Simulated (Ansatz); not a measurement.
The parent structure is TiO2 in the rutile structure (space group P4_2/mnm, No. 136; a = 4.597 Å, c = 2.954 Å). Axes: x, y, z lie along a, b, c of the conventional cell.

Calculations: Ansatz (a program for electronic structure) r2SCAN, no SOC, earlier PAW set.

Base values:

| Quantity | Result |
|---|---|
| Band gap | 2.22 eV |

Now apply this change: uniaxial strain ε_yy = +0.72 %, all other strain components held at zero; the atoms relax in the strained cell.

Estimate the effect on the energy relative to the base and band gap.

The energy rises by 0.5 meV/atom; the band gap is still 2.22 eV.

No phonon test of stability was made. All final runs are without spin polarisation.
